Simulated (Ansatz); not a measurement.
# Pressure series in SiGe

Start from SiGe in the wurtzite structure (space group P6_3mc, No. 186; a = 3.904 Å, c = 6.455 Å; a model cell, its experimental status unchecked).

Cell and atoms are relaxed at each pressure.

The values are results of r2SCAN (Ansatz, a first-principles code), no SOC, not measurements.

| pressure (GPa) | volume per atom (Å³/atom) |
|---|---|
| -2 | 21.840 |
| -1 | 21.560 |
| 0 | 21.300 |
| 0.9 | 21.079 |
| 2.1 | ? |
| 4.5 | 20.302 |
| 9 | 19.506 |
| 15 | 18.647 |
| 30 | 17.077 |

Problem. Fit the third-order Birch–Murnaghan form P(V) = (3B₀/2)[(V₀/V)^(7/3) − (V₀/V)^(5/3)]·[1 + (3/4)(B₀′ − 4)((V₀/V)^(2/3) − 1)] (squares taken in P) to the rows shown and predict the withheld row.

Solution. Least squares on the printed values gives V₀ = 21.301 Å³/atom, B₀ = 84.9 GPa, B₀′ = 4.2; this predicts 20.805 Å³/atom, and the run gives 20.802 Å³/atom, 0.003 lower.

Load acts through the strain it causes; cell and atoms are relaxed under it. Whether these cells are dynamically stable was not tested. No other phases were tried under pressure.
